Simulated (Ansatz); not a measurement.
## Ge, response to strain

The reference is Ge in the diamond structure (space group Fd-3m, No. 227; a = 5.6744 Å).

Strains are applied to the cell and any free atomic positions relax.

Method: Kohn–Sham DFT with the r2SCAN functional, run in Ansatz (a quantum-chemistry and plane-wave program) with PAW and 500 eV plane waves, no spin-orbit coupling.

Notes on the quantities. energy relative to the base: free energy F.

```csv
change,energy relative to the base,volume per atom,gap character
base,0 meV/atom,22.84 Å³,direct at Γ
isotropic strain −3.00 %,+46 meV/atom,20.84 Å³,"indirect, Γ → Γ–X (80 % along)"
isotropic strain −2.50 %,+32 meV/atom,21.17 Å³,"indirect, Γ → Γ–X (80 % along)"
isotropic strain −2.00 %,+20 meV/atom,21.50 Å³,"indirect, Γ → L"
isotropic strain −1.50 %,+11 meV/atom,21.83 Å³,"indirect, Γ → L"
isotropic strain −1.00 %,+4.8 meV/atom,22.16 Å³,"indirect, Γ → L"
isotropic strain −0.50 %,+1.2 meV/atom,22.50 Å³,–
```

Stability against distortions was not tested. The real Ge has an indirect gap at ambient pressure; r2SCAN orders its close-lying valleys differently.
